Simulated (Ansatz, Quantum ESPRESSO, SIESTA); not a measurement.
# Tc₃Ir (P1, 8 atoms in the cell) computed with different codes at matched settings

Self-consistent single point, at a second geometry (atoms moved at random). First geometry:

```
CELL_PARAMETERS angstrom
      5.49573     0.00000     0.00000
     -2.74787     4.75944     0.00000
      0.00000     0.00000     4.34201
ATOMIC_POSITIONS crystal
  Tc 0.83969 0.16031 0.75000
  Tc 0.16031 0.83969 0.25000
  Tc 0.67938 0.83969 0.25000
  Tc 0.32062 0.16031 0.75000
  Tc 0.83969 0.67938 0.75000
  Tc 0.16031 0.32062 0.25000
  Ir 0.66667 0.33333 0.25000
  Ir 0.33333 0.66667 0.75000
```

Second geometry:
```yaml
crystal:
  lattice:
    - [5.49573, 0.00000, 0.00000]
    - [-2.74787, 4.75944, 0.00000]
    - [0.00000, 0.00000, 4.34201]
  atoms:
    - { symbol: Tc, position: [0.84699, 0.16017, 0.74771] }
    - { symbol: Tc, position: [0.15979, 0.83869, 0.24781] }
    - { symbol: Tc, position: [0.66821, 0.83061, 0.25158] }
    - { symbol: Tc, position: [0.31635, 0.15157, 0.73836] }
    - { symbol: Tc, position: [0.84833, 0.68155, 0.74122] }
    - { symbol: Tc, position: [0.16104, 0.32089, 0.24955] }
    - { symbol: Ir, position: [0.67813, 0.34681, 0.26532] }
    - { symbol: Ir, position: [0.32114, 0.66970, 0.75844] }
```

Shared settings, as Ansatz (a first-principles code) writes them: kpoints.mp_grid.grid = 5 5 5; scf.occupations.method = fermi_dirac; scf.occupations.width = 0.0037 Ry. Potentials and cutoffs stand in the table.

```tsv
code	model	ΔF from the first geometry (meV/atom)	pressure (GPa)	largest force (eV/Å)	cutoff
SIESTA	GGA PBEsol, numerical atomic orbitals DZP, PseudoDojo PBEsol standard norm-conserving potentials (rewritten from UPF to PSML)	34.1	-4.15	1.722	grid 350 Ry
Ansatz	PBEsol, PAW files	29.2	-3.97	1.540	36.7 Ry
Quantum ESPRESSO	PBEsol, GBRV 1.5 ultrasoft (PBESOL) pseudopotentials	29.2	-4.62	1.542	40 Ry
```

Size of the force on each atom (eV/Å): Sizes of forces hide their directions.

```tsv
code	Tc1	Tc2	Tc3	Tc4	Tc5	Tc6	Ir7	Ir8
SIESTA	1.133	0.392	0.604	1.616	1.477	0.201	1.722	1.642
Ansatz	0.868	0.344	0.619	1.205	1.124	0.116	1.540	1.447
Quantum ESPRESSO	0.847	0.358	0.635	1.190	1.119	0.115	1.542	1.449
```

On Ansatz's run: spin-orbit coupling is off. Spin polarisation is off.

The spread over the programs that give each value: ΔF from the first geometry within 4.9 meV/atom; pressure within 0.65 GPa; largest force within 0.182 eV/Å.

SIESTA uses small atom-centred bases, whose incompleteness enters pressures, forces and empty levels differently from a plane-wave cutoff. Ansatz's pressure is given at a fixed set of plane waves, as the other plane-wave codes print theirs. In the force vectors, SIESTA (by 0.439) lies more than 0.08 eV/Å from the median of the plane-wave programs.

The starting cell comes from a database of computed structures (which also holds hypothetical and non-ambient phases and stackings), without a prior relaxation at this level. For this run, on top of that: atoms moved at random.

Keys are those of Ansatz 0.2.
